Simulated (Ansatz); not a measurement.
The reference is BeTe in the zinc blende structure (space group F-43m, No. 216; a = 5.657 Å). Axes: x, y, z lie along the cube axes.

Level of theory: Ansatz (a first-principles code) r2SCAN, without spin-orbit coupling.

For the base:

| Property | Result |
|---|---|
| Band gap | 2.38 eV |

It is then changed as follows: uniaxial strain ε_zz = +2.98 %, all other strain components held at zero, atoms relaxed at fixed cell.

**Question.** Predict the new band gap.

**Answer.** The band gap shrinks by 0.051 eV (2.38 eV → 2.32 eV).

**Question.** Estimate the effect on the energy relative to the base.

**Answer.** The energy increases by 6.2 meV/atom.

Spin-orbit coupling, missing from the scalar runs, can matter with Te. Whether these cells are dynamically stable was not tested.
